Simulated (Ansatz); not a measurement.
Consider Cu$_{3}$N (space group Pm-3m, No. 221).

```yaml
crystal:
  lattice:
    - [3.72085, 0.00000, 0.00000]
    - [0.00000, 3.72085, 0.00000]
    - [0.00000, 0.00000, 3.72085]
  atoms:
    - { symbol: Cu, position: [0.50000, 0.00000, 0.00000] }
    - { symbol: Cu, position: [0.00000, 0.50000, 0.00000] }
    - { symbol: Cu, position: [0.00000, 0.00000, 0.50000] }
    - { symbol: N, position: [0.00000, 0.00000, 0.00000] }
```

Cartesian axes are those of the cell as printed.

All numbers come from LDA in Ansatz (plane waves to 420 eV, PAW, no spin-orbit coupling).

Base values:

```
Item                             Value
-----------------------------  -------
Pressure                       0.0 GPa
Band gap                          zero
Shortest interatomic distance  1.860 Å
```

Perturbation: tensor shear ε_xy = +1.67 % (engineering shear γ = 0.0334), atoms relaxed at fixed cell.

What happens to the pressure, energy relative to the base, band gap and shortest interatomic distance?

The pressure (mean of the normal stresses, compression positive) is still 0.0 GPa; the energy rises by 0.9 meV/atom; the band gap stays zero; the shortest interatomic distance remains 1.860 Å.

The cells carry an imposed strain or load. No phonon test of stability was made. All final runs are without spin polarisation. A zero or small gap of Cu3N can be the functional's error rather than a property of the material.

Ansatz is a first-principles code.
